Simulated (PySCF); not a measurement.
PySCF 2.14.0, TPSSH/def2-svpd, df: Ca(SH)2 ([SH][Ca][SH]), 5 atoms. The geometry is a generated start, not checked to be a minimum at this level.

```json
{
 "task": "energy",
 "method": "tpssh",
 "basis": "def2-svpd",
 "two_electron_scheme": "density fitting",
 "mol.max_memory": "3000 MB",
 "mf.max_cycle": "100",
 "mf.conv_tol": "1e-09 (default)",
 "mf.grids.level": "3 (default)",
 "basis_functions": "97",
 "grid_points": "77800"
}
```

```xyz
5

Ca     0.0626     0.0368     0.0418
S     -0.2556     1.3476    -2.1014
H      0.9131     1.9797    -2.0254
S      0.0895    -1.2301     2.2380
H     -0.8096    -2.1339     1.8469
```

With the defaults (mf.diis = true, mf.damp = 0, mf.diis_start_cycle = 1, mf.init_guess = minao, mf.DIIS = CDIIS, mf.level_shift = 0, mf.diis_space = 8) it converges in 11 Fock builds. One run each on 2 threads, 1 BLAS thread, with these changes:
- mf.diis = false, mf.damp = 0.7, mf.diis_start_cycle = 999
- mf.init_guess = huckel
- mf.diis = false
- mf.diis_space = 20
- mf.init_guess = mod_huckel
- mf.DIIS = EDIIS
- mf.damp = 0.7, mf.diis_start_cycle = 8
- mf.level_shift = 1 Hartree
- mf.diis_space = 3

**Question.** Name the settings that don't reach the solution of the defaults.

**Answer.** No convergence: mf.diis = false (the run ends without SCF convergence in 100 cycles). The rest reach the solution of the defaults.

```json
[
 {"setting": "the defaults", "Fock builds": "11", "end": "same solution"},
 {"setting": "mf.init_guess = mod_huckel", "Fock builds": "11", "end": "same solution"},
 {"setting": "mf.init_guess = huckel", "Fock builds": "11", "end": "same solution"},
 {"setting": "mf.diis_space = 20", "Fock builds": "11", "end": "same solution"},
 {"setting": "mf.diis_space = 3", "Fock builds": "13", "end": "same solution"},
 {"setting": "mf.damp = 0.7, mf.diis_start_cycle = 8", "Fock builds": "15", "end": "same solution"},
 {"setting": "mf.diis = false, mf.damp = 0.7, mf.diis_start_cycle = 999", "Fock builds": "26", "end": "same solution"},
 {"setting": "mf.level_shift = 1 Hartree", "Fock builds": "56", "end": "same solution"},
 {"setting": "mf.DIIS = EDIIS", "Fock builds": "75", "end": "same solution"},
 {"setting": "mf.diis = false", "Fock builds": "101", "end": "no convergence"}
]
```
